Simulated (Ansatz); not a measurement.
A computed series for ZnSnO3: pressure series

Start from ZnSnO$_{3}$ (space group R3c, No. 161).

```
CELL_PARAMETERS angstrom
      2.63915     1.52372     4.66998
     -2.63915     1.52372     4.66998
      0.00000    -3.04743     4.66998
ATOMIC_POSITIONS crystal
  Zn 0.29492 0.29492 0.29492
  Zn 0.79492 0.79492 0.79492
  Sn 0.01257 0.01257 0.01257
  Sn 0.51257 0.51257 0.51257
  O  0.72151 0.11607 0.40522
  O  0.40522 0.72151 0.11607
  O  0.11607 0.40522 0.72151
  O  0.90522 0.61607 0.22151
  O  0.22151 0.90522 0.61607
  O  0.61607 0.22151 0.90522
```

Cell and atoms are relaxed at each pressure.

Method: PBEsol in Ansatz (plane waves to 420 eV, PAW, no spin-orbit coupling).

| variant | volume per atom | c/a ratio | band gap |
|---|---|---|---|
| base | 11.27 Å³ | 2.654 | 1.25 eV |
| pressure −2 GPa | 11.40 Å³ | 2.660 | 1.18 eV |
| pressure −1 GPa | 11.33 Å³ | 2.657 | 1.21 eV |
| pressure 3 GPa | 11.09 Å³ | 2.646 | 1.35 eV |
| pressure 7 GPa | 10.87 Å³ | 2.634 | … |
| pressure 15 GPa | 10.49 Å³ | 2.610 | 1.67 eV |
| pressure 30 GPa | 9.92 Å³ | 2.557 | 1.96 eV |
| pressure 50 GPa | 9.30 Å³ | 2.467 | 2.16 eV |
| pressure 75 GPa | 8.65 Å³ | 2.338 | … |
| pressure 100 GPa | 8.14 Å³ | 2.238 | 2.00 eV |

Fill in the withheld entries from the trend.


- pressure 7 GPa, band gap: 1.47 eV
- pressure 75 GPa, band gap: 2.13 eV

Load acts through the strain it causes; cell and atoms are relaxed under it. Whether these cells are dynamically stable was not tested. Competing high-pressure phases were not computed.

Ansatz is a first-principles code.
